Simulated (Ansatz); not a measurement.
We consider AlPO4 (I-4, No. 82; cell taken from a computed entry), described by PBEsol (Ansatz, an electronic-structure program, PAW).

Numerical settings: plane-wave cutoff 520 eV, 10×10×10 k mesh, scalar-relativistic PAW data made under PBE.

Computed at the level's own relaxed cell.

```yaml
crystal:
  lattice:
    - [-2.51822, 2.51822, 3.70420]
    - [2.51822, -2.51822, 3.70420]
    - [2.51822, 2.51822, -3.70420]
  atoms:
    - { symbol: Al, position: [0.00000, 0.00000, 0.00000] }
    - { symbol: P, position: [0.75000, 0.25000, 0.50000] }
    - { symbol: O, position: [0.96570, 0.59850, 0.82861] }
    - { symbol: O, position: [0.40150, 0.23011, 0.36720] }
    - { symbol: O, position: [0.76989, 0.13709, 0.17139] }
    - { symbol: O, position: [0.86291, 0.03430, 0.63280] }
```

Task: Give the elastic tensor (Voigt notation, GPa, ions relaxed, in the Cartesian axes of the cell as printed).

Result: 
```
   64.6   -26.5    13.1     0.0     0.0    -2.9
  -26.5    64.6    13.1     0.0     0.0     2.9
   13.1    13.1    60.5     0.0     0.0     0.0
    0.0     0.0     0.0    16.9     0.0     0.0
    0.0     0.0     0.0     0.0    16.9     0.0
   -2.9     2.9     0.0     0.0     0.0    21.6
```

Note: the relaxation could not lower the start's symmetry, so the cell can be a saddle point above a distorted one.

Static lattice: no zero-point or thermal effects.
